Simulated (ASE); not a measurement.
Pair distribution function (total) of Ir (fcc), cell Ir32, with the crystal as the starting point [in the run: it stayed crystalline; mean temperature 295 K (target 300 K); density 21.59 g/cm³, volume +4 % from the start crystal's], from MD at 295 K. The numbers are results of the machine-learned potential CHGNet 0.3.0 (ASE), not measurements. Volume per atom 14.78 Å³, mean pressure -0.3 GPa. 

```
r (Å) | g(r)
     1.78 |  0.00
     1.82 |  0.00
     1.86 |  0.00
     1.90 |  0.00
     1.94 |  0.00
     1.98 |  0.00
     2.02 |  0.00
     2.06 |  0.00
     2.10 |  0.00
     2.14 |  0.00
     2.18 |  0.00
     2.22 |  0.00
     2.26 |  0.00
     2.30 |  0.00
     2.34 |  0.00
     2.38 |  0.00
     2.42 |  0.00
     2.46 |  0.01
     2.50 |  0.07
     2.54 | ## 0.43
     2.58 | ###### 1.43
     2.62 | ############# 3.39
     2.66 | ####################### 5.72
     2.70 | ############################ 7.15
     2.74 | ############################## 7.54
     2.78 | ############################ 6.94
     2.82 | ##################### 5.36
     2.86 | ############### 3.71
     2.90 | ######### 2.34
     2.94 | ##### 1.35
     2.98 | ### 0.65
     3.02 | # 0.27
     3.06 |  0.10
     3.10 |  0.04
     3.14 |  0.01
     3.18 |  0.00
     3.22 |  0.00
     3.26 |  0.00
     3.30 |  0.00
     3.34 |  0.00
     3.38 |  0.00
     3.42 |  0.00
     3.46 |  0.00
     3.50 |  0.01
     3.54 |  0.02
     3.58 |  0.06
     3.62 |  0.10
     3.66 | # 0.23
     3.70 | ## 0.41
     3.74 | ### 0.68
     3.78 | #### 0.94
     3.82 | ##### 1.31
     3.86 | ###### 1.50
```

**Question.** Read off where the first shell ends and the number of neighbours in it.

**Answer.** g is nil from 3.2 to 3.5 Å, so any cut there serves; 12.0 neighbours in the shell, from n = 4πρ∫r²g(r)dr.
